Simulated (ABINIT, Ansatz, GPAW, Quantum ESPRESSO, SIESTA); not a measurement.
Code comparison for In2Au3 (P-3m1, 5 atoms in the cell)

Self-consistent single point.

```xyz
5
Lattice="4.5740 0.0000 0.0000 -2.2870 3.9612 0.0000 0.0000 0.0000 5.6887" Properties=species:S:1:pos:R:3 pbc="T T T"
In     2.2870     1.3204     1.8299
In     0.0000     2.6408     3.8588
Au     2.2870     1.3204     4.5882
Au     0.0000     2.6408     1.1005
Au     0.0000     0.0000     0.0000
```

Shared settings, as Ansatz (a program for electronic structure) writes them: kpoints.mp_grid.grid = 2 2 2; scf.occupations.method = gaussian; scf.occupations.width = 0.136 eV. Potentials and cutoffs stand in the table.

```tsv
code	model	pressure (GPa)	largest force (eV/Å)	cutoff
Quantum ESPRESSO	PBEsol, GBRV 1.5 ultrasoft (PBESOL) pseudopotentials	-1.99	0.357	40 Ry
ABINIT	PBEsol, norm-conserving pseudopotentials (PseudoDojo nc-sr-04 PBEsol standard)	-0.98	0.335	38 Ha
GPAW	PBEsol, GPAW PAW datasets PBEsol (made by gpaw-setup)	-0.56	0.415	600 eV
Ansatz	PBEsol, PAW files made with PBE	-1.09	0.363	420 eV
SIESTA	GGA PBEsol, numerical atomic orbitals DZP, PseudoDojo PBEsol standard norm-conserving potentials (rewritten from UPF to PSML)	-1.93	0.256	grid 400 Ry
```

Size of the force on each atom (eV/Å): Sizes of forces hide their directions.

```csv
code,In1,In2,Au3,Au4,Au5
Quantum ESPRESSO,0.076,0.076,0.357,0.357,0.000
ABINIT,0.062,0.062,0.335,0.335,0.000
GPAW,0.047,0.047,0.415,0.415,0.000
Ansatz,0.062,0.062,0.363,0.363,0.000
SIESTA,0.256,0.256,0.127,0.127,0.000
```

On Ansatz's run: spin-orbit coupling is off.

The spread over the programs that give each value: pressure within 1.43 GPa; largest force within 0.159 eV/Å.

SIESTA uses small atom-centred bases, whose incompleteness enters pressures, forces and empty levels differently from a plane-wave cutoff. Ansatz's pressure is given at a fixed set of plane waves, as the other plane-wave codes print theirs; with its correction for the finite basis it is -1.05 GPa. In the force vectors, SIESTA (by 0.234) lies more than 0.08 eV/Å from the median of the plane-wave programs.

On the base mesh (7 7 5) the same programs gave: Ansatz pressure 0.53 GPa; Quantum ESPRESSO pressure -0.35 GPa; ABINIT pressure 0.64 GPa; GPAW pressure 1.00 GPa; SIESTA pressure -0.27 GPa.

The values differ from the base mesh's, so the mesh still matters here: the table compares the programs at equal settings.

The starting cell comes from a database of computed structures (which also holds hypothetical and non-ambient phases and stackings), without a prior relaxation at this level. Its lattice was rescaled by a random factor within 2.5 % of one.

Left out of this page: Elk (not drawn, or without a comparable value); FLEUR (with a known weakness of the program).

Keys are those of Ansatz 0.2.
